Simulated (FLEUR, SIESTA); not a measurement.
A SIESTA input for a self-consistent single point of SiC (P6_3mc, 4 atoms in the cell) (DFT, GGA PBE, numerical atomic orbitals DZP, PseudoDojo PBE standard norm-conserving potentials (rewritten from UPF to PSML)):

```
# files in the folder: Si.psml C.psml (PseudoDojo PBE standard)
SystemName  SiC
SystemLabel sic

NumberOfAtoms                4
NumberOfSpecies              2
%block ChemicalSpeciesLabel
  1 14 Si
  2 6 C
%endblock ChemicalSpeciesLabel
LatticeConstant              1.0 Ang
%block LatticeVectors
     3.012040000    0.000000000    0.000000000
    -1.506020000    2.608503000    0.000000000
     0.000000000    0.000000000    4.944345000
%endblock LatticeVectors
AtomicCoordinatesFormat      Ang
%block AtomicCoordinatesAndAtomicSpecies
    -0.000001506    1.739002870    2.470194762  1
     1.506021506    0.869500130    4.942367262  1
    -0.000001506    1.739002870    4.328279613  2
     1.506021506    0.869500130    1.856107113  2
%endblock AtomicCoordinatesAndAtomicSpecies

XC.functional                GGA
XC.authors                   PBE
PAO.BasisSize                DZP
PAO.EnergyShift              0.005 Ry
MeshCutoff                   300 Ry
%block kgrid.MonkhorstPack
    6   0   0  0.0
    0   6   0  0.0
    0   0   4  0.0
%endblock kgrid.MonkhorstPack
OccupationFunction           FD
ElectronicTemperature        0.02 eV

MaxSCFIterations             150
SCF.Mixer.Method             Pulay
SCF.Mixer.Weight             0.25
SCF.Mixer.History            6
SCF.DM.Tolerance             1.0E-04
Diag.ParallelOverK           true
WriteForces                  true
Charge.Mulliken              end
```

Problem. Write the same calculation as an input for FLEUR.

Solution. One input that does it (others would too):

Input of the input generator:

```
SiC
&input film=f /
5.6919305049 0.0000000398 0.0000000000
-2.8459652869 4.9293563939 0.0000000000
0.0000000000 0.0000000000 9.3434579157
1.0
1.0 1.0 1.0

4
14 0.3333333333 0.6666666667 0.4996000000
14 0.6666666667 0.3333333333 0.9996000000
6 0.3333333333 0.6666666667 0.8754000000
6 0.6666666667 0.3333333333 0.3754000000

&comp jspins=1 /
&kpt div1=6 div2=6 div3=4 gamma=t /
&end /
```

```xml
<?xml version="1.0" encoding="UTF-8" standalone="no"?>
<fleurInput fleurInputVersion="0.39">
   <comment>
      SiC                                                                                                 
   </comment>
   <calculationSetup>
      <cutoffs Kmax="4.5" Gmax="15.8" GmaxXC="15.8" numbands="0"/>
      <scfLoop itmax="100" minDistance="0.00001" maxIterBroyd="15" imix="Anderson" alpha="0.05" precondParam="0.0" spinf="2.0"/>
      <coreElectrons ctail="T" frcor="F" kcrel="0" coretail_lmax="0"/>
      <xcFunctional name="pbe" relativisticCorrections="F"/>
      <magnetism jspins="1"/>
      <soc l_soc="F" theta="0.0" phi="0.0" spav="F"/>
      <expertModes spex="0" secvar="F"/>
      <geometryOptimization l_f="T" forcealpha="1.0" forcemix="BFGS" epsdisp="0.00001" epsforce="0.00001"/>
      <ldaU l_linMix="F" mixParam="0.05" spinf="1.0"/>
   </calculationSetup>
   <cell>
      <bzIntegration valenceElectrons="16.0" mode="hist" fermiSmearingEnergy="0.00073499">
         <kPointListSelection listName="default-1"/>
         <!-- k-points included here -->
         <xi:include xmlns:xi="http://www.w3.org/2001/XInclude" href="kpts.xml"> </xi:include>
      </bzIntegration>
      <!-- symmetry operations included here -->
      <xi:include xmlns:xi="http://www.w3.org/2001/XInclude" href="sym.xml"> </xi:include>
      <bulkLattice scale="1.0">
         <bravaisMatrix>
            <row-1>    5.6919305049000002     0.0000000398000000     0.0000000000000000</row-1>
            <row-2>   -2.8459652868999998     4.9293563939000000     0.0000000000000000</row-2>
            <row-3>    0.0000000000000000     0.0000000000000000     9.3434579157000002</row-3>
         </bravaisMatrix>
      </bulkLattice>
   </cell>
   <atomSpecies>
      <species name="Silicon (Si)" element="Si" atomicNumber="14">
         <mtSphere radius="1.78" gridPoints="615" logIncrement="0.018"/>
         <atomicCutoffs lmax="8" lnonsphr="6"/>
         <electronConfig flipSpins="F">
            <coreConfig>(1s1/2) (2s1/2) (2p1/2) (2p3/2)</coreConfig>
            <valenceConfig>(3s1/2) (3p1/2) (3p3/2)</valenceConfig>
            <stateOccupation state="(3p1/2)" spinUp="0.3333333333333" spinDown="0.3333333333333"/>
            <stateOccupation state="(3p3/2)" spinUp="0.6666666666667" spinDown="0.6666666666667"/>
         </electronConfig>
         <energyParameters s="3" p="3" d="3" f="4"/>
      </species>
      <species name="Carbon (C)" element="C" atomicNumber="6">
         <mtSphere radius="1.54" gridPoints="533" logIncrement="0.019"/>
         <atomicCutoffs lmax="6" lnonsphr="4"/>
         <electronConfig flipSpins="F">
            <coreConfig>(1s1/2)</coreConfig>
            <valenceConfig>(2s1/2) (2p1/2) (2p3/2)</valenceConfig>
            <stateOccupation state="(2p1/2)" spinUp="0.3333333333333" spinDown="0.3333333333333"/>
            <stateOccupation state="(2p3/2)" spinUp="0.6666666666667" spinDown="0.6666666666667"/>
         </electronConfig>
         <energyParameters s="2" p="2" d="3" f="4"/>
      </species>
   </atomSpecies>
   <atomGroups>
      <atomGroup species="Silicon (Si)">
         <relPos label="                   1">1.000/3.000 -1.000/3.000 .4996000000</relPos>
         <relPos label="                   2">-1.000/3.000 1.000/3.000 -.0004000000</relPos>
         <force calculate="T" relaxXYZ="TTT"/>
      </atomGroup>
      <atomGroup species="Carbon (C)">
         <relPos label="                   3">1.000/3.000 -1.000/3.000 -.1246000000</relPos>
         <relPos label="                   4">-1.000/3.000 1.000/3.000 .3754000000</relPos>
         <force calculate="T" relaxXYZ="TTT"/>
      </atomGroup>
   </atomGroups>
   <output dos="F" band="F" slice="F">
      <checks vchk="F" cdinf="F"/>
      <bandDOS minEnergy="-.5*Htr" maxEnergy="0.5*Htr" sigma="0.015" storeEVData="T"/>
      <vacuumDOS vacdos="F" integ="F" star="F" nstars="0" locx1="0.0" locy1="0.0" locx2="0.0" locy2="0.0" nstm="0" tworkf="0.0"/>
      <unfoldingBand unfoldBand="F" supercellX="1" supercellY="1" supercellZ="1"/>
      <plotting iplot="0" polar="F">
         <plot TwoD="T" vec1="  1.0  0.0  0.0" vec2="  0.0  1.0  0.0" vec3="  0.0  0.0  1.0" zero="  0.0  0.0  0.0" file="plot"/>
      </plotting>
      <chargeDensitySlicing numkpt="0" minEigenval="0.0" maxEigenval="0.0" nnne="0" pallst="F"/>
      <specialOutput eonly="F"/>
      <magneticCircularDichroism mcd="F" energyLo="-10.0" energyUp="0.0"/>
   </output>
  <!-- We include the file relax.xml here to enable relaxations (see documentation) -->
  <xi:include xmlns:xi="http://www.w3.org/2001/XInclude" href="relax.xml"> <xi:fallback/> </xi:include>
</fleurInput>
```

Basis settings and potentials, where a program has them, do not carry over. This input uses DFT, PBE, all-electron FLAPW (FLEUR), scalar-relativistic valence.

The starting cell comes from a database of computed structures (which also holds hypothetical and non-ambient phases and stackings), without a prior relaxation at this level. For this run, on top of that: lattice scaled by 0.98.
